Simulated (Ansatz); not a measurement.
Base system: Rh in the fcc (Cu type) structure (space group Fm-3m, No. 225; a = 3.802 Å; relaxed with 0.1 eV smearing). Axes: x, y, z lie along the cube axes.

Structures relaxed with r2SCAN (Ansatz, an electronic-structure program, PAW, without spin-orbit coupling).

Base:

Simulated powder pattern, Cu Kα1, λ = 1.54056 Å (kinematic, ideal powder, no thermal factors, no anomalous dispersion; the 8 strongest lines at most, above 2 %, up to 2θ = 90°):

| 2θ (°) | I/Imax (%) | hkl |
|---|---|---|
| 41.09 | 100 | (111) |
| 47.81 | 48 | (200) |
| 69.93 | 29 | (220) |
| 84.45 | 35 | (311) |
| 89.16 | 11 | (222) |

The change: tensile biaxial strain of 2.00 % in the plane normal to [001], as in epitaxy on a mismatched substrate; the out-of-plane cell vector and the atoms relax.

Predict the new powder pattern.


Simulated powder pattern, Cu Kα1, λ = 1.54056 Å (kinematic, ideal powder, no thermal factors, no anomalous dispersion; the 8 strongest lines at most, above 2 %, up to 2θ = 90°):

```tsv
2θ (°)	d (Å)	I/Imax (%)	hkl
40.80	2.210	100	(111)
46.82	1.939	33	(200)
48.74	1.867	15	(002)
68.37	1.371	10	(220)
69.89	1.345	19	(202)
82.78	1.165	24	(311)
85.63	1.133	11	(113)
88.39	1.105	10	(222)
```

The indices refer to the base's conventional cell; one index is shown for lines that coincide. The space group is now I4/mmm (No. 139).

Whether these cells are dynamically stable was not tested. The final runs are not spin-polarised. Rh lies near a magnetic instability that expansion can trigger; it was not tested.
